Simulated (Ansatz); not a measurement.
Input:

```yaml
crystal:
  lattice:
    - [4.31246, 0.00000, 0.00000]
    - [-2.15623, 3.73470, 0.00000]
    - [0.00000, 0.00000, 10.58354]
  atoms:
    - { symbol: Mg, position: [0.00000, 0.00000, 0.00021] }
    - { symbol: Mg, position: [0.33333, 0.66667, 0.68401] }
    - { symbol: Mg, position: [0.66667, 0.33333, 0.31639] }
    - { symbol: Se, position: [0.33333, 0.66667, 0.92694] }
    - { symbol: Te, position: [0.66667, 0.33333, 0.57919] }
    - { symbol: Se, position: [0.00000, 0.00000, 0.24326] }
```

No spin polarisation.

All numbers come from Ansatz (a quantum-chemistry and plane-wave program) PBEsol, no spin-orbit coupling, earlier PAW set. Γ-centred 9×9×3 mesh, Fermi–Dirac width 0.05 eV.

### Question
What is the computed valence-band top at Γ (three highest levels, from the VBM)?

### Answer
0.00, 0.00, -0.72 eV.

### Question
What band gap does the calculation give?

### Answer
1.55 eV.

### Question
Estimate the gap character (in this cell's own zone, which can be folded).

### Answer
Direct at Γ.

These are small ordered cells, not random alloys; other orderings at the same x differ. With Te present, leaving out spin-orbit coupling can change the band edges. Whether these cells are dynamically stable was not tested. The cell was made from MgTe by this change: x(Se) = 0.667, 6 atoms, P3m1.
